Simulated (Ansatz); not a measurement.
The starting structures come from a database of crystals and need not be the phases stable at ambient conditions.

Tunnelling through a barrier is set by its complex band structure: the current falls as exp(−2κd) with the smallest κ.

Data:

```
CELL_PARAMETERS angstrom
      4.20055     0.00000     0.00000
     -2.10028     3.63779     0.00000
      2.10028     1.21260     3.42974
ATOMIC_POSITIONS crystal
  Ca 0.00000 0.00000 0.00000
  Se 0.00000 0.50000 0.50000
```

Space group of this cell: Fm-3m, rock salt. The cell is taken as given.

Transport runs along the normal of the first two printed cell vectors, the (111) plane of the conventional cell.

The gap is the functional's own. No spin-orbit coupling. Mid-gap values are interpolated on the energy grid.

Q: Compute, with Ansatz (an electronic-structure program) with r2SCAN, the band gap and the smallest decay constant κ at mid-gap.

A: Gap 2.52 eV on a 10×10×10 mesh; κ = 0.217 1/Å, at the zone centre.
